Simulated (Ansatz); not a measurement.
**Worked example: self-consistent single point of KCaF3 (P4mm, 5 atoms in the cell) in Ansatz (a quantum-chemistry and plane-wave program)**

Computed with PBEsol, default PAW files made with PBE (plane waves; Ansatz).

The input file:

Ansatz 0.2 input:
```yaml
# KCaF3
crystal:
  lattice:
    - [4.468285, 0.000000, 0.000000]
    - [0.000000, 4.468285, 0.000000]
    - [0.000000, 0.000000, 4.468285]
  atoms:
    - { symbol: K, position: [0.500000, 0.500000, 0.511190] }
    - { symbol: Ca, position: [0.000000, 0.000000, 0.000000] }
    - { symbol: F, position: [0.000000, 0.500000, 0.000000] }
    - { symbol: F, position: [0.500000, 0.000000, 0.000000] }
    - { symbol: F, position: [0.000000, 0.000000, 0.500000] }
basis:
  ecutwfc: 420.0 eV
kpoints:
  mp_grid: { grid: [6, 6, 6] }
hamiltonian:
  xc: pbesol
  pseudopotentials: { kind: paw }
scf:
  occupations: { method: fixed }
output:
  forces: true
  eigenvalues: true
  stress: true
```

Output (repeated stretches shortened):

```
WARN ansatz: RAYON_NUM_THREADS=1 ignored (pool sized by the plan → 1); use --threads N
Pseudopotentials: kind: paw
Pseudopotential: K, paw, valence charge 9
Pseudopotential: Ca, paw, valence charge 10
Pseudopotential: F, paw, valence charge 7
Crystal: 5 atoms, lattice volume = 89.212 Å³
Basis set: ecut = 420 eV, 1743 PW (Γ), exchange–correlation on 60×60×60 points (8 copies of the dense FFT grid, shifted against one another)
Bands: 25, of which v1, the nominal top of the filled ones, is band 20 counted from 1 (19 counted from 0)
Symmetry: 8 space group operations
Space group: P4mm (ITA 99), of the structure as read, at distance tolerance 4.5e-5 Å
k-points: 40 of 216 (time reversal used)
PAW frozen core: K, regenerated for the run's functional, and the local potential with it
PAW frozen core: Ca, regenerated for the run's functional, and the local potential with it
PAW frozen core: F, regenerated for the run's functional, and the local potential with it
Initial density: superposition of atomic densities (neutral atoms: chi_scale 0, normalization atom), corrected by the library's trained network
Initial wavefunctions: pseudopotential atomic-orbital guess
Eigensolver: davidson
Functional: x = pbesol(κ = 0.804, μ = 0.12345679012345678), c = pbesol(β = 0.046)
SCF iter   1: F=—  HF=-5719.862637 eV  |F-HF|=—  |Δ(HF+E_count)|=         —  Δρ=1.12e-2  dr2=6.99e-2  ethr=1.77e-3  ⟨swp⟩=5.6  Hψ=4094  notcnv=0  defer=95
all-band conjugate gradients solve this SCF's bands
preconditioner: auto → Resta (q_TF=auto, 2.387 Å⁻¹)
SCF iter   2: F=—  HF=-5719.844549 eV  |F-HF|=—  |Δ(HF+E_count)|=   1.81e-2  Δρ=2.88e-3  dr2=3.37e-3  ethr=1.75e-4  ⟨swp⟩=2.2  Hψ=2127  notcnv=0  defer=104
SCF iter   3: F=—  HF=-5719.843721 eV  |F-HF|=—  |Δ(HF+E_count)|=   8.28e-4  Δρ=7.66e-4  dr2=3.18e-4  ethr=8.43e-6  ⟨swp⟩=2.2  Hψ=1568  notcnv=0  defer=116
SCF iter   4: F=—  HF=-5719.843757 eV  |F-HF|=—  |Δ(HF+E_count)|=   3.50e-5  Δρ=1.33e-4  dr2=1.03e-5  ethr=7.96e-7  ⟨swp⟩=2.0  Hψ=1844  notcnv=0  defer=116
SCF iter   5: F=—  HF=-5719.844896 eV  |F-HF|=—  |Δ(HF+E_count)|=   1.14e-3  Δρ=2.29e-5  dr2=2.52e-7  ethr=2.58e-8  ⟨swp⟩=2.0  Hψ=1715  notcnv=0  defer=61
SCF iter   6: F=—  HF=-5719.844896 eV  |F-HF|=—  |Δ(HF+E_count)|=   3.44e-7  Δρ=1.36e-5  dr2=1.02e-7  ethr=2.50e-10  ⟨swp⟩=11.1  Hψ=6119  notcnv=0
SCF iter   7: F=-5719.844896 eV  HF=-5719.844896 eV  |F-HF|=2.03e-8  |Δ(HF+E_count)|=   5.13e-9  Δρ=6.97e-6  dr2=2.61e-8  ethr=2.50e-10  ⟨swp⟩=4.1  Hψ=3097  notcnv=0
SCF 1 converged in 7 iterations: F = -5719.844896 eV  dr2 = 2.61e-8
SCF converged after 7 iterations
Free energy (F): -5719.844896 eV
Harris-Foulkes:  -5719.844896 eV  (|F-HF|=2.03e-8)
Internal energy: -5719.844896 eV  (E = F + TS)
E sigma→0 (E₀):  -5719.844896 eV
Fermi energy:    1.131471 eV
--- Per-component energies (eV) ---
  E_band       = -364.048049
  E_kinetic    = 1151.430839
  E_local      = -3230.946597  (includes V_loc(G=0)·N_el)
  E_nonlocal   = 299.073413
  E_hartree    = 1173.995000
  E_xc         = -506.925603
  E_vxc        = -640.375208  (∫ρ·V_xc dr)
  E_paw        = -2179.251506  (= ΣΔE_a)
  E_vpaw       = -291.226072  (= ΣTr[D̂ρ^β])
  E_aug_tail   = 0.006113  (compensation charges beyond the density's cutoff)
  E_ewald      = -2427.580561
  E_core_change = 0.354007  (= ΣΔE_core)
  E_smearing   = -0.000000  (= −TS)
  E_closure    = -0.000000  (closes the sum)
  Σ components = -5719.844896   (vs F -5719.844896, Δ=0.00e0)
--- Forces (eV/Å), atoms counted from 1 ---
  atom   1  K     -0.00000000     0.00000000    -0.00566153
  atom   2  Ca     0.00000000     0.00000000     0.04301799
  atom   3  F      0.00000000     0.00000000    -0.02760912
  atom   4  F      0.00000000     0.00000000    -0.02760912
  atom   5  F     -0.00000000     0.00000000     0.01786556
  max |Σ_I F_I| component: 3.78e-6 eV/Å
--- Stress (GPa, compression-positive) ---
       -1.969996       0.000000      -0.000000
        0.000000      -1.969996       0.000000
       -0.000000       0.000000      -1.971389
  P = ⅓ Tr σ = -1.9705 GPa (-19.705 kbar)
  The stress holds the Pulay correction. Without it, at fixed plane waves, as pw.x and ABINIT print it: P = -2.3910 GPa
--- Band table (eV; the first three rows and the last of 40) ---
  k-point 0: bands = ["-34.1225", "-25.3691", "-17.9523", "-17.8429", "-17.8419", "-15.3684", "-15.3684", "-15.3682", "-8.8905", "-8.8905", "-8.8903", "0.2451", "0.2451", "0.2452", "0.7434", "0.7439", "0.7439", "0.9591", "0.9591", "0.9597", [...]
  k-point 1: bands = ["-34.1212", "-25.3682", "-18.0339", "-17.9023", "-17.8423", "-15.3671", "-15.3671", "-15.1602", "-8.8956", "-8.8885", "-8.8885", "0.1418", "0.2586", "0.2586", "0.7003", "0.7003", "0.7115", "0.7262", "0.9355", "0.9355", [...]
  k-point 2: bands = ["-34.1186", "-25.3665", "-18.2539", "-17.9200", "-17.8410", "-15.3646", "-15.3646", "-14.7860", "-8.9061", "-8.8844", "-8.8844", "-0.1583", "0.3028", "0.3028", "0.3959", "0.5873", "0.5873", "0.6493", "0.9017", "0.9017", [...]
  k-point 39: bands = ["-34.1069", "-25.3594", "-18.3505", "-18.3505", "-18.3491", "-14.6068", "-14.6068", "-14.6065", "-8.9473", "-8.9471", "-8.9471", "-0.6149", "-0.1983", "-0.1974", "-0.1543", "-0.1534", "-0.1534", "1.1302", "1.1315", "1.1315", [...]
```

The run converged in 7 iterations.

The starting cell comes from a database of computed structures (which also holds hypothetical and non-ambient phases and stackings), without a prior relaxation at this level. Its lattice was rescaled by up to half a per cent. One atom was moved a little off its site on purpose. Ansatz's pressure includes its estimate of the finite-basis (Pulay) stress.
